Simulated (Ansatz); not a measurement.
The reference is AgI in the zinc blende structure (space group F-43m, No. 216).

```xyz
2
Lattice="0.0000 3.2249 3.2249 3.2249 0.0000 3.2249 3.2249 3.2249 0.0000" Properties=species:S:1:pos:R:3 pbc="T T T"
Ag     0.0000     0.0000     0.0000
I      1.6124     1.6124     1.6124
```

Calculations: Kohn–Sham DFT with the PBEsol functional, run in Ansatz (a program for electronic structure) with PAW and 420 eV plane waves, no SOC.

Carriers are added at fixed cell with a uniform background; the Fermi–Dirac width is that of 300 K.

One change was made to it. Results:

```tsv
quantity	base	after
gap between the host's bands	1.20 eV	1.16 eV
Fermi level relative to the doped band's edge (positive inside the band; to 0.05 eV)	–	+1.10 eV
gap character	direct at Γ	direct at Γ
```

**Question.** Which change produced these results?
A) electrons 5.0×10^20 cm⁻³
B) holes 5.0×10^20 cm⁻³
C) holes 1.5×10^21 cm⁻³
D) electrons 1.0×10^21 cm⁻³
E) holes 1.0×10^21 cm⁻³

**Answer.** D, electrons 1.0×10^21 cm⁻³. For comparison, the Fermi level from band edge in the other runs: electrons 5.0×10^20 cm⁻³ gives +0.85 eV; holes 1.0×10^21 cm⁻³ gives +0.15 eV; holes 1.5×10^21 cm⁻³ gives +0.20 eV; holes 5.0×10^20 cm⁻³ gives +0.10 eV.

Carriers are added with a uniform compensating background; total energy and stress of such cells depend on the potential's zero and are not compared; many-body gap narrowing is missing at this level. With I present, leaving out spin-orbit coupling can change the band edges. No phonon test of stability was made.
